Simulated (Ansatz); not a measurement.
C under load (space group I4_1/amd), r2SCAN, rigid bands run with Ansatz (a first-principles code). Condition of this run: uniaxial stress along [001] of 55 GPa (compression positive) (the target of the relaxation). Band gap 2.81 eV, N_c = 1.72e19 cm⁻³ and N_v = 4.79e18 cm⁻³ at 300 K, conductivity masses along x (a = (0.00, 1.79, 1.68) Å; b = (1.79, 0.00, 1.68) Å; c = (1.79, 1.79, 0.00) Å) of 0.278 mₑ (electrons) and 0.253 mₑ (holes). Take k_BT = 0.02585 eV.

### Question
What built-in voltage has an abrupt junction with N_A = 1e17 and N_D = 1e18 cm⁻³, all dopants ionised?

### Answer
V_bi = E_g/e − (k_BT/e) ln(N_c N_v/(N_A N_D)) = 2.81 − 0.02585 × 6.71 = 2.64 V, for the computed gap.

### Question
A film of it is 3 nm thick, with its normal along the direction named. Estimate the confinement energies in an infinite well.

### Answer
ħ²π²/(2m t²) = 0.376 eV·nm²/(m/mₑ × t²) gives 150 meV for electrons and 165 meV for holes, so the gap would widen to about 3.13 eV. Finite barriers and nonparabolic bands lower this, and with several valleys or bands the heaviest mass along the normal sets the lowest level, not this average.

### Question
Find the intrinsic carrier density and the intrinsic Fermi level.

### Answer
n_i = √(N_c N_v) exp(−E_g/2k_BT) = 9.08e18 × exp(−54.35) = 2.3e-5 cm⁻³. The level lies (k_BT/2) ln(N_v/N_c) = -17 meV from mid-gap (positive towards the conduction band). Each 0.1 eV added to the gap lowers n_i by a factor of 6.9.

Rigid bands with the computed gap; masses take one relaxation time for all states. Spin-orbit coupling is left out. Geometry: cell and atoms relaxed with PBEsol.
